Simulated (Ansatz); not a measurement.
Results of LDA (Ansatz, a quantum-chemistry and plane-wave program, plane waves, PAW) for SiO2 (model structure, started from the brookite type, Pbca, No. 61, 24 atoms in the cell).

Numerical settings: plane-wave cutoff 520 eV, 8×4×8 k mesh (along the axes of the cell as run), Fermi–Dirac smearing 0.01 eV, scalar-relativistic PAW data made under PBE.

Cell (relaxed at this level):

```xyz
24
Lattice="4.6525 0.0000 0.0000 0.0000 8.2292 0.0000 0.0000 0.0000 4.9570" Properties=species:S:1:pos:R:3 pbc="T T T"
Si     0.5947     1.0534     4.4061
Si     2.9210     3.0612     0.5509
Si     1.7315     7.1758     1.9276
Si     4.0578     5.1680     3.0294
Si     4.0578     7.1758     0.5509
Si     1.7315     5.1680     4.4061
Si     2.9210     1.0534     3.0294
Si     0.5947     3.0612     1.9276
O      3.8115     0.0843     4.2085
O      1.4853     4.0303     0.7486
O      3.1673     8.1450     1.7300
O      0.8410     4.1989     3.2271
O      0.8410     8.1450     0.7486
O      3.1673     4.1989     4.2085
O      1.4853     0.0843     3.2271
O      3.8115     4.0303     1.7300
O      2.1269     1.9147     4.4015
O      4.4532     2.1999     0.5556
O      0.1993     6.3145     1.9229
O      2.5256     6.0293     3.0341
O      2.5256     6.3145     0.5556
O      0.1993     6.0293     4.4015
O      4.4532     1.9147     3.0341
O      2.1269     2.1999     1.9229
```

Problem. Estimate the band gap that the calculation returns.

Solution. 
band gap: 6.16 eV (direct)

Note: the relaxation could raise the start's symmetry but not lower it, so the cell can be a saddle point.

Computed values are for the static lattice.

A model structure was made by putting elements into a prototype or built by hand; it is no filed structure, need not be a known phase, and can be a saddle point held by its symmetry.
